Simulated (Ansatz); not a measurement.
Ansatz (an electronic-structure program) run on BiSb (R3m, 2 atoms in the cell): self-consistent single point.

Level of theory: PBEsol, default PAW files made with PBE (plane waves; Ansatz).

```xyz
2
Lattice="2.2152 1.2789 3.9553 -2.2152 1.2789 3.9553 0.0000 -2.5579 3.9553" Properties=species:S:1:pos:R:3 pbc="T T T"
Sb     0.0000     0.0000     9.1633
Bi     0.0000     0.0000     2.7524
```

Reference input (self-consistent single point, DFT, PBEsol, plane waves, default PAW files made with PBE): basis.ecutwfc = 420 eV; kpoints.mp_grid.grid = 7 7 7; hamiltonian.xc = pbesol; hamiltonian.pseudopotentials = {kind: paw} (the program's default PAW files); scf.occupations.method = fermi_dirac; scf.occupations.width = 0.1 eV. This run's input differs from it in these lines:

Ansatz 0.2 input:
```diff
@@ -12,3 +12,3 @@
 kpoints:
-  mp_grid: { grid: [7, 7, 7] }
+  mp_grid: { grid: [16, 16, 16] }
 hamiltonian:
```

Output, abridged:

```
SCF iter   1: F=—  HF=-18650.066152 eV  |F-HF|=—  |Δ(HF+E_count)|=         —  Δρ=2.28e-3  dr2=4.02e-3  ethr=1.77e-3  ⟨swp⟩=6.0  Hψ=40586  notcnv=0
all-band conjugate gradients solve this SCF's bands
preconditioner: auto → Kerker (q_TF=auto, 2.385 Å⁻¹)
SCF iter   2: F=—  HF=-18650.063473 eV  |F-HF|=—  |Δ(HF+E_count)|=   2.68e-3  Δρ=1.37e-3  dr2=1.47e-3  ethr=1.34e-5  ⟨swp⟩=2.4  Hψ=15003  notcnv=0
SCF iter   3: F=—  HF=-18650.063171 eV  |F-HF|=—  |Δ(HF+E_count)|=   3.02e-4  Δρ=4.16e-4  dr2=9.24e-5  ethr=4.89e-6  ⟨swp⟩=2.0  Hψ=14182  notcnv=0
SCF iter   4: F=—  HF=-18650.063143 eV  |F-HF|=—  |Δ(HF+E_count)|=   2.81e-5  Δρ=1.62e-4  dr2=3.11e-5  ethr=3.08e-7  ⟨swp⟩=2.0  Hψ=13696  notcnv=0
SCF iter   5: F=—  HF=-18650.063143 eV  |F-HF|=—  |Δ(HF+E_count)|=   2.14e-8  Δρ=5.50e-5  dr2=4.58e-6  ethr=1.04e-7  ⟨swp⟩=1.1  Hψ=7949  notcnv=0
SCF iter   6: F=—  HF=-18650.063143 eV  |F-HF|=—  |Δ(HF+E_count)|=   4.41e-7  Δρ=2.12e-5  dr2=3.53e-7  ethr=1.53e-8  ⟨swp⟩=2.0  Hψ=9564  notcnv=0
SCF iter   7: F=-18650.063143 eV  HF=-18650.063143 eV  |F-HF|=2.46e-9  |Δ(HF+E_count)|=   3.66e-9  Δρ=3.78e-6  dr2=1.57e-8  ethr=3.33e-10  ⟨swp⟩=6.1  Hψ=39881  notcnv=0
SCF 1 converged in 7 iterations: F = -18650.063143 eV  dr2 = 1.57e-8
Free energy (F): -18650.063143 eV
Internal energy: -18650.054418 eV  (E = F + TS)
E sigma→0 (E₀):  -18650.058781 eV
Entropy (-TS):   -0.008726 eV (-4.363 meV/atom)
Fermi energy:    9.366422 eV
--- Forces (eV/Å), atoms counted from 1 ---
  atom   1  Sb    -0.00000000    -0.00000000    -0.39451295
  atom   2  Bi     0.00000000     0.00000000     0.39451877
--- Stress (GPa, compression-positive) ---
       -0.086394       0.000000      -0.000000
        0.000000      -0.086394      -0.000000
       -0.000000      -0.000000      -0.293069
  P = ⅓ Tr σ = -0.1553 GPa (-1.553 kbar)
  The stress holds the Pulay correction. Without it, at fixed plane waves, as pw.x and ABINIT print it: P = -0.1840 GPa
```

The run converged in 7 iterations. Against the reference run the free energy rises by 11.4 meV/atom, the pressure goes from -0.27 to -0.16 GPa and the largest force moves little (0.389 to 0.395 eV/Å).

The starting cell comes from a database of computed structures (which also holds hypothetical and non-ambient phases and stackings), without a prior relaxation at this level. Its lattice was rescaled by up to half a per cent. One atom was moved a little off its site on purpose. Ansatz's pressure includes its estimate of the finite-basis (Pulay) stress. The run gives no clean gap (levels at the Fermi energy touch, overlap or are partly filled at this smearing), which alone does not show that the compound is a metal.

Cost on one core of a shared machine: roughly 50 s.
